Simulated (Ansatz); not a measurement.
Start from Ru in the hcp (Mg type) structure (space group P6_3/mmc, No. 194; a = 2.706 Å, c = 4.265 Å; relaxed with 0.1 eV smearing). Axes: x lies along a and z along c of the hexagonal cell.

Level of theory: r2SCAN/PAW in Ansatz (a quantum-chemistry and plane-wave program), no SOC, earlier PAW set.

For the base:

Band gap: zero
Shortest interatomic distance: 4.995 bohr

Perturbation: uniaxial stress, 1 GPa tension along z, with the cell and atoms free to relax against it.

**Question.** Estimate the effect on the strain response, energy relative to the base, band gap and shortest interatomic distance.

**Answer.** The strain response (xx, yy, zz) amounts to (−0.04, −0.04, +0.17) %; the energy stays essentially unchanged; the band gap remains zero; the shortest interatomic distance rises by 0.005 bohr, from 4.995 bohr to 5.000 bohr.

Stability under load was not tested beyond the relaxation. All final runs are without spin polarisation.
